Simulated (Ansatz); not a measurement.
**ZnSe under a change: uniaxial strain ε_zz = −2.50 %**

Take ZnSe in the zinc blende structure (space group F-43m, No. 216; a = 5.568 Å) as the base. Axes: x, y, z lie along the cube axes.

Now apply this change: the cell is compressed by 2.50 % along z with no lateral relaxation, atoms relaxed at fixed cell.

The values are results of LDA (Ansatz, a program for electronic structure), no SOC, not measurements. k-mesh 10×10×10 (Γ-centred); smearing 0.05 eV (Fermi–Dirac).

```tsv
quantity	base	changed	shift
space group	F-43m (No. 216)	I-4m2 (No. 119)	–
shortest interatomic distance	2.411 Å	2.391 Å	-0.020 Å
energy relative to the base (free energy F)	0 meV/atom	+4.2 meV/atom	+4.2 meV/atom
pressure (mean of the normal stresses, compression positive)	0.00 GPa	1.90 GPa	+1.906 GPa
band gap	1.25 eV	1.29 eV	+0.04 eV
gap character	direct at Γ	direct at Γ	–
electron mass	0.090 mₑ (at Γ)	0.095 mₑ (at Γ)	–
hole mass	–	0.098 mₑ along z, 0.52 mₑ across (at Γ)	–
valence-band top at Γ (three highest levels, from the VBM)	0.00, 0.00, 0.00 eV	0.00, -0.10, -0.10 eV	–
valley order (the lowest conduction-band minima on the path, energy above the VBM, named in the base's zone)	Γ 1.25 eV; L along ⟨111⟩ 2.45 eV; X along ⟨100⟩ 2.69 eV	Γ 1.29 eV; L along [1-11] 2.42 eV; X along [001] 2.49 eV; X along [100] 2.62 eV	–
stress (xx, yy, zz, yz, xz, xy; compression positive)	–	(1.60, 1.60, 2.51, 0.00, 0.00, 0.00) GPa	–
```

Final structure:

```xyz
2
Lattice="0.0000 2.7838 2.7142 2.7838 0.0000 2.7142 2.7838 2.7838 0.0000" Properties=species:S:1:pos:R:3 pbc="T T T"
Zn     0.0000     0.0000     0.0000
Se     1.3919     1.3919     1.3571
```

Effective masses come from finite differences of ±0.01 Å⁻¹. No phonon test of stability was made. Labels are those of the standard path for the cell's own space group.
